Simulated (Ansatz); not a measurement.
Cubic perovskite KCdF3, treated with r²SCAN-D4 in Ansatz (plane waves, PAW).

Settings: plane-wave cutoff 560 eV, 8×8×8 k mesh, Fermi–Dirac smearing 0.01 eV, scalar-relativistic PAW data made under PBE.

Properties against volume:

| V (Å³/atom) | P (GPa) | direct gap at Γ (eV) | smallest gap on the k mesh (eV) |
|---|---|---|---|
| 15.761 | 4.81 | 6.168 | 3.851 |
| 16.096 | 3.02 | 6.018 | 3.849 |
| 16.432 | 1.42 | 5.873 | 3.845 |
| 16.767 | 0.01 | 5.734 | 3.838 |
| 17.103 | -1.26 | 5.600 | 3.829 |
| 17.438 | -2.38 | 5.470 | 3.817 |
| 17.773 | -3.38 | 5.345 | 3.803 |

The fundamental gap (3.84 eV at the equilibrium volume, with added k points) lies elsewhere than Γ–Γ.

Note: the relaxation could not lower the start's symmetry, so the cell can be a saddle point above a distorted one.

Spin–orbit coupling is not included.

Ansatz is a program for electronic structure.
